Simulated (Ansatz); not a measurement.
## Ru: response to strain

Base system: Ru in the hcp (Mg type) structure (space group P6_3/mmc, No. 194; a = 2.691 Å, c = 4.249 Å; relaxed with 0.1 eV smearing).

Strains are applied to the cell and any free atomic positions relax.

Calculations: PBEsol (Ansatz, an electronic-structure program, PAW, no spin-orbit coupling).

Notes on the quantities. energy relative to the base: free energy F; pressure: mean of the normal stresses, compression positive.

```json
[
 {"change": "base", "energy relative to the base": "0 meV/atom", "pressure": "0.0 GPa", "shortest interatomic distance": "2.632 Å"},
 {"change": "isotropic strain −3.00 %", "energy relative to the base": "(withheld)", "pressure": "(withheld)", "shortest interatomic distance": "2.553 Å"},
 {"change": "isotropic strain −2.00 %", "energy relative to the base": "+56 meV/atom", "pressure": "24.3 GPa", "shortest interatomic distance": "2.579 Å"},
 {"change": "isotropic strain −1.50 %", "energy relative to the base": "+31 meV/atom", "pressure": "17.5 GPa", "shortest interatomic distance": "2.593 Å"},
 {"change": "isotropic strain −1.00 %", "energy relative to the base": "+13 meV/atom", "pressure": "11.2 GPa", "shortest interatomic distance": "2.606 Å"},
 {"change": "isotropic strain −0.50 %", "energy relative to the base": "+3.3 meV/atom", "pressure": "5.4 GPa", "shortest interatomic distance": "2.619 Å"},
 {"change": "isotropic strain +0.50 %", "energy relative to the base": "+3.2 meV/atom", "pressure": "-5.0 GPa", "shortest interatomic distance": "2.645 Å"},
 {"change": "isotropic strain +1.00 %", "energy relative to the base": "+12 meV/atom", "pressure": "-9.6 GPa", "shortest interatomic distance": "2.658 Å"},
 {"change": "isotropic strain +1.50 %", "energy relative to the base": "+28 meV/atom", "pressure": "-13.9 GPa", "shortest interatomic distance": "2.672 Å"},
 {"change": "isotropic strain +2.00 %", "energy relative to the base": "+48 meV/atom", "pressure": "-17.8 GPa", "shortest interatomic distance": "2.685 Å"}
]
```

Task: Complete the table.

Result: 
- isotropic strain −3.00 %, energy relative to the base: +131 meV/atom
- isotropic strain −3.00 %, pressure: 39.4 GPa

Stability against distortions was not tested. All final runs are without spin polarisation.
